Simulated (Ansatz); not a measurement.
The starting structures come from a database of crystals and need not be the phases stable at ambient conditions.

By PBEsol, the system below comes out a metal.

Here is the system:

```
CELL_PARAMETERS angstrom
      5.33467     0.00000     0.00000
     -2.66733     4.61996     0.00000
      0.00000     0.00000     5.01212
ATOMIC_POSITIONS crystal
  Nb 0.66583 0.66583 0.75230
  Nb 0.33417 0.33417 0.24770
  Nb 0.33417 0.00000 0.75230
  Nb 0.66583 0.00000 0.24770
  Nb 0.00000 0.33417 0.75230
  Nb 0.00000 0.66583 0.24770
  N  0.66667 0.33333 0.50000
  N  0.33333 0.66667 0.50000
  N  0.00000 0.00000 0.00000
```

Space group of this cell: P-31m. The cell is taken as given; by PBEsol its mean pressure is -10.2 GPa.

The current flows along the normal of the first two printed cell vectors, the (001) plane of the conventional cell. No spin-orbit coupling; the value is a mean over 0.1 eV about the Fermi level.

State the ballistic conductance per area according to PBEsol run with Ansatz (a program for electronic structure).

0.58 × 10¹⁵ S/m² for both spins.
